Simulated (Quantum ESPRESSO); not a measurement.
A self-consistent single point of Ta₂O₅ (I4/mmm, 7 atoms in the cell) with Quantum ESPRESSO.

Computed with LDA (PW92), PseudoDojo standard norm-conserving (LDA) pseudopotentials (plane waves; Quantum ESPRESSO).

The change in words: lattice scaled by 0.98. Reference geometry:
```
CELL_PARAMETERS angstrom
      2.65172    -2.65172     4.79352
      2.65172     2.65172     4.79352
     -2.65172    -2.65172     4.79352
ATOMIC_POSITIONS crystal
  Ta 0.00000 0.19809 0.19809
  Ta 0.00000 0.80191 0.80191
  O  0.00000 0.00000 0.00000
  O  0.00000 0.00000 0.50000
  O  0.50000 0.00000 0.00000
  O  0.00000 0.50000 0.00000
  O  0.50000 0.50000 0.50000
```

Reference input (self-consistent single point, DFT, LDA (PW92), plane waves, PseudoDojo standard norm-conserving (LDA) pseudopotentials): ecutwfc = 85 Ry; occupations = fixed; potentials = {Ta: Ta.upf, O: O.upf}; K_POINTS = automatic 6 6 6 0 0 0; nbnd = 32; conv_thr = 1e-11 Ry; mixing_beta = 0.5. This run's input differs from it in these lines:

```diff
@@ -11,4 +11,4 @@
    ibrav = 7,
-   A = 5.30345000,
-   C = 9.58705000,
+   A = 5.19738000,
+   C = 9.39530800,
    nat = 7,
```

Output (repeated stretches shortened):

```
     Self-consistent Calculation

     iteration #  1     ecut=    85.00 Ry     beta= 0.50

---- Real-time Memory Report at c_bands before calling an iterative solver
           284 MiB given to the printing process from OS
           250 MiB allocation reported by mallinfo(arena+hblkhd)
------------------

     total energy              =    -425.19125688 Ry
     estimated scf accuracy    <       3.08553560 Ry

     iteration #  2     ecut=    85.00 Ry     beta= 0.50

---- Real-time Memory Report at c_bands before calling an iterative solver
           303 MiB given to the printing process from OS
   [... lines left out ...]

---- Real-time Memory Report at c_bands before calling an iterative solver
           326 MiB given to the printing process from OS
           306 MiB allocation reported by mallinfo(arena+hblkhd)
------------------

     total energy              =    -426.34611365 Ry
     estimated scf accuracy    <          7.0E-11 Ry

     iteration # 16     ecut=    85.00 Ry     beta= 0.50

---- Real-time Memory Report at c_bands before calling an iterative solver
           326 MiB given to the printing process from OS
           306 MiB allocation reported by mallinfo(arena+hblkhd)
------------------
     End of self-consistent calculation

     highest occupied, lowest unoccupied level (ev):     4.3355    6.0061

!    total energy              =    -426.34611365 Ry
     estimated scf accuracy    <          4.7E-12 Ry

     convergence has been achieved in  16 iterations

     Forces acting on atoms (cartesian axes, Ry/au):

     atom    1 type  1   force =     0.00000000    0.00000000   -0.00792896
     atom    2 type  1   force =    -0.00000000    0.00000000    0.00792896
     atom    3 type  2   force =    -0.00000000    0.00000000    0.00000000
     atom    4 type  2   force =     0.00000000    0.00000000    0.00000000
     atom    5 type  2   force =    -0.00000000   -0.00000000   -0.00000000
     atom    6 type  2   force =     0.00000000   -0.00000000   -0.00000000
     atom    7 type  2   force =     0.00000000   -0.00000000   -0.00000000

     Total force =     0.011213     Total SCF correction =     0.000000

          total   stress  (Ry/bohr**3)                   (kbar)     P=        6.84
   0.00004204  -0.00000000   0.00000000            6.18       -0.00        0.00
  -0.00000000   0.00004204  -0.00000000           -0.00        6.18       -0.00
   0.00000000  -0.00000000   0.00005547            0.00       -0.00        8.16

   JOB DONE.
```

The run converged in 16 iterations. Against the reference run the free energy falls by 30.5 meV/atom, the pressure goes from -8.85 to 0.68 GPa, the largest force goes from 0.138 to 0.204 eV/Å and the gap on the mesh goes from 1.574 to 1.671 eV.

The starting cell comes from a database of computed structures (which also holds hypothetical and non-ambient phases and stackings), without a prior relaxation at this level. For this run, on top of that: lattice scaled by 0.98. Spin-orbit coupling is off.

Cost on one core of a shared machine: roughly 9 min.
